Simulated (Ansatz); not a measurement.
# NbSi2 (P6_422): band-structure transport figures

Data:

```yaml
crystal:
  lattice:
    - [4.76564, 0.00000, 0.00000]
    - [-2.38282, 4.12717, 0.00000]
    - [0.00000, 0.00000, 6.57961]
  atoms:
    - { symbol: Nb, position: [0.50000, 0.50000, 0.66667] }
    - { symbol: Nb, position: [0.00000, 0.50000, 0.33333] }
    - { symbol: Nb, position: [0.50000, 0.00000, 0.00000] }
    - { symbol: Si, position: [0.68022, 0.84011, 0.33333] }
    - { symbol: Si, position: [0.84011, 0.68022, 0.00000] }
    - { symbol: Si, position: [0.15989, 0.84011, 0.66667] }
    - { symbol: Si, position: [0.31978, 0.15989, 0.33333] }
    - { symbol: Si, position: [0.15989, 0.31978, 0.00000] }
    - { symbol: Si, position: [0.84011, 0.15989, 0.66667] }
```

All values below come from r2SCAN, rigid bands (plane waves, PAW, scalar-relativistic; Ansatz, an electronic-structure program). Condition of this run: functional r2SCAN on the same cell. How the cell was made: cell and atoms relaxed with PBEsol.

| Property | Result |
|---|---|
| density of states at the Fermi level | 3.12 states/(eV·cell), both spins |
| bare Sommerfeld coefficient | 0.82 mJ/(mol of atoms·K²) |
| Drude plasma energy | 3.1 (x), 3.1 (y), 4.1 (z) eV |
| root-mean-square Fermi velocity | 4.4e5 m/s |
| resistivity times τ | 51 (x), 51 (y), 29 (z) ×10⁻²² Ω·m·s |

A metal at this level (no band gap); rigid bands, thermally averaged at 300 K, both spins. Spin-orbit coupling is left out. τ is one relaxation time for all states.
